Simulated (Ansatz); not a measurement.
Data:

```yaml
crystal:
  lattice:
    - [2.50644, 0.00000, 0.00000]
    - [-1.25322, 2.17064, 0.00000]
    - [0.00000, 0.00000, 6.81312]
  atoms:
    - { symbol: B, position: [0.66667, 0.33333, 0.75000] }
    - { symbol: B, position: [0.33333, 0.66667, 0.25000] }
    - { symbol: N, position: [0.33333, 0.66667, 0.75000] }
    - { symbol: N, position: [0.66667, 0.33333, 0.25000] }
```

No spin polarisation.

All numbers come from plane-wave PAW DFT at the PBE-D3(BJ) level (Ansatz, an electronic-structure program, 420 eV), no spin-orbit coupling. k-mesh 15×15×5 (Γ-centred); smearing 0.05 eV (Fermi–Dirac).

### Question
Predict the pressure and space group.

### Answer
- Pressure (mean of the normal stresses, compression positive): -0.20 GPa
- Space group: P6_3/mmc (No. 194)

The cells carry an imposed strain or load. Stability against distortions was not tested. The cell was made from BN (space group P6_3/mmc, No. 194; layered, stacked along the Cartesian z axis) by this change: uniaxial strain ε_zz = +3.00 %.
